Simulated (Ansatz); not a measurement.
# What pressure 30 GPa does to Ti3Al

Take Ti3Al (space group P6_3/mmc, No. 194; a = 5.747 Å, c = 4.632 Å) as the base.

Now apply this change: a hydrostatic pressure of 30 GPa.

Level of theory: r2SCAN in Ansatz (plane waves to 500 eV, PAW, scalar-relativistic without spin-orbit coupling). Settings: 10×10×10 k-points, 0.05 eV Fermi–Dirac smearing.

| quantity | base | changed | shift |
|---|---|---|---|
| volume per atom | 16.56 Å³ | 13.83 Å³ | -2.73 Å³ |
| density | 4.28 g/cm³ | 5.12 g/cm³ | +0.84 g/cm³ |
| lattice parameter a | 5.747 Å | 5.397 Å | -0.350 Å |
| c/a ratio | 0.806 | 0.813 | +0.007 |
| enthalpy H = E + PV relative to the base's energy | – | +2.81 eV/atom | – |
| band gap | zero | zero | – |

Final structure:

```
Ti3Al
1.0
    5.39665     0.00000     0.00000
   -2.69833     4.67364     0.00000
    0.00000     0.00000     4.38664
Ti Al
6 2
Cartesian
  2.69833   3.08223   1.09666
 -1.32013   3.87793   3.28998
  1.37820   0.79570   1.09666
  0.00000   1.59140   3.28998
  4.01845   0.79570   1.09666
  1.32013   3.87793   3.28998
  0.00000   3.11576   1.09666
  2.69833   1.55788   3.28998
```

Load acts through the strain it causes; cell and atoms are relaxed under it. Stability against distortions was not tested. No other phases were tried under pressure. The final runs are not spin-polarised.

Ansatz is a program for electronic structure.
